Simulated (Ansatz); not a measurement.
# What a tighter setting buys: basis.ecutwfc, RuPb₃ (I4/mmm, 4 atoms in the cell)

```
CELL_PARAMETERS angstrom
     -2.36288     2.36288     5.26318
      2.36288    -2.36288     5.26318
      2.36288     2.36288    -5.26318
ATOMIC_POSITIONS crystal
  Pb 0.50000 0.50000 0.00000
  Pb 0.75000 0.25000 0.50000
  Pb 0.25000 0.75000 0.50000
  Ru 0.00000 0.00000 0.00000
```

Method: PBE (plane waves, PAW; Ansatz, a first-principles code).

Base settings: basis.ecutwfc = 420 eV; kpoints.mp_grid.grid = 8 8 8; kpoints.mp_grid.shift = 0.5 0.5 0.5; hamiltonian.xc = pbe; hamiltonian.pseudopotentials = {kind: paw} (the program's default PAW files); scf.occupations.method = cold; scf.occupations.width = 0.2 eV.

Misses are taken against the tightest run, 840 eV, which need not be fully converged itself. The energy is the free energy per atom.

The count of work is k-points × plane waves × bands × iterations; it is no time, and leaves out set-up, grids and terms that scale otherwise. 

Ansatz's pressure holds its estimate of the finite-basis (Pulay) stress, which hides part of the cutoff error; the uncorrected pressure shows it.

The starting cell was generated: these elements placed on a structure prototype, without a prior relaxation; it need not be a known phase or ordering of this composition. Spin polarisation is off. In the base run, with a pressure of about -7 GPa the cell is away from its equilibrium volume at this level. Ansatz's pressure includes its estimate of the finite-basis (Pulay) stress.

```csv
basis.ecutwfc,energy less reference (meV/atom),pressure less reference (GPa),uncorrected pressure less reference (GPa),count of work / reference
170 eV,18661.40,8.97,-405.98,0.12
210 eV,4259.51,-1.83,-126.53,0.17
250 eV,836.50,0.14,-33.04,0.18
295 eV,95.29,0.10,-5.34,0.21
335 eV,10.18,-0.02,-0.71,0.25
380 eV,1.87,0.00,-0.04,0.31
420 eV,1.21,0.00,-0.02,0.35
485 eV,0.37,0.00,-0.01,0.44
545 eV,0.15,0.00,0.00,0.52
630 eV,0.06,0.00,0.00,0.65
735 eV,0.03,0.00,0.00,0.82
840 eV,0.00,0.00,0.00,1.0
```

Coarsest setting among those run that, with all tighter ones, holds the energy within 5 meV/atom of the reference: 380 eV, off by 1.9 meV/atom; it needs 0.31 of the reference's count of work.

Coarsest setting among those run that, with all tighter ones, holds the energy within 1 meV/atom of the reference: 485 eV, off by 0.37 meV/atom; it needs 0.44 of the reference's count of work.

The step from 210 eV to 485 eV: it takes the miss in the energy from 4300 to 0.37 meV/atom, for 2.7 times the count of work.

Keys are those of Ansatz 0.2.
